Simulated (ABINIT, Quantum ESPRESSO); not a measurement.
An ABINIT input for a self-consistent single point of CsCd4As3 (P4/mmm, 8 atoms in the cell) (DFT, PBEsol, plane waves, PAW (JTH v2.0 PBE PAW, files made for PBE)):

```
# CsCd4As3, JTH v2.0 PBE PAW
pp_dirpath "./"
pseudos "Cs.GGA_PBE-JTH.xml, Cd.GGA_PBE-JTH.xml, As.GGA_PBE-JTH.xml"
acell 4.5421500000 4.5421500000 10.9479400000 Angstrom
rprim
         1.0000000000    0.0000000000    0.0000000000
         0.0000000000    1.0000000000    0.0000000000
         0.0000000000    0.0000000000    1.0000000000
natom 8
ntypat 3
znucl 55 48 33
typat 1 2 2 2 2 3 3 3
xcart
         0.0000000000    0.0000000000    5.4739700000
         2.2710750000    0.0000000000    9.1831320720
         2.2710750000    0.0000000000    1.7648079280
         0.0000000000    2.2710750000    9.1831320720
         0.0000000000    2.2710750000    1.7648079280
         2.2710750000    2.2710750000    7.6976060934
         2.2710750000    2.2710750000    3.2503339066
         0.0000000000    0.0000000000    0.0000000000
      Angstrom
ecut 21
pawecutdg 42
ixc -116133
occopt 3
tsmear 0.02 eV
nband 64
kptopt 1
ngkpt 3 3 2
nshiftk 1
shiftk 0 0 0
nstep 80
tolvrs 1.0e-12
prtwf 0
prtden 0
enunit 2
```

Problem. Translate this input to Quantum ESPRESSO.

Solution. One input that does it (others would too):

```fortran
&CONTROL
 calculation = 'scf',
 prefix = 'cscd4as3',
 outdir = './out',
 pseudo_dir = './',
 tprnfor = .true.,
 tstress = .true.,
/
&SYSTEM
 ibrav = 0,
 nat = 8,
 ntyp = 3,
 ecutwfc = 45,
 ecutrho = 360,
 occupations = 'smearing',
 smearing = 'fermi-dirac',
 degauss = 0.00147,
 input_dft = 'pbesol',
/
&ELECTRONS
 conv_thr = 1.0d-9,
 mixing_beta = 0.5,
/
ATOMIC_SPECIES
Cs   132.9055  Cs_pbe_v1.uspp.F.UPF
Cd   112.4140  Cd.pbe-dn-rrkjus_psl.0.3.1.UPF
As    74.9216  As.pbe-n-rrkjus_psl.0.2.UPF
ATOMIC_POSITIONS {crystal}
Cs    0.0000000000    0.0000000000    0.5000000000
Cd    0.5000000000    0.0000000000    0.8388000000
Cd    0.5000000000    0.0000000000    0.1612000000
Cd    0.0000000000    0.5000000000    0.8388000000
Cd    0.0000000000    0.5000000000    0.1612000000
As    0.5000000000    0.5000000000    0.7031100000
As    0.5000000000    0.5000000000    0.2968900000
As    0.0000000000    0.0000000000    0.0000000000
K_POINTS {automatic}
3 3 2  0 0 0
CELL_PARAMETERS {angstrom}
   4.5421500000     0.0000000000     0.0000000000
   0.0000000000     4.5421500000     0.0000000000
   0.0000000000     0.0000000000    10.9479400000
```

Basis, cutoffs, solver keys and any potentials are the target program's own. This input uses DFT, PBEsol, plane waves, SSSP 1.1.2 efficiency (PBE) pseudopotentials.

The starting cell comes from a database of computed structures (which also holds hypothetical and non-ambient phases and stackings), without a prior relaxation at this level.
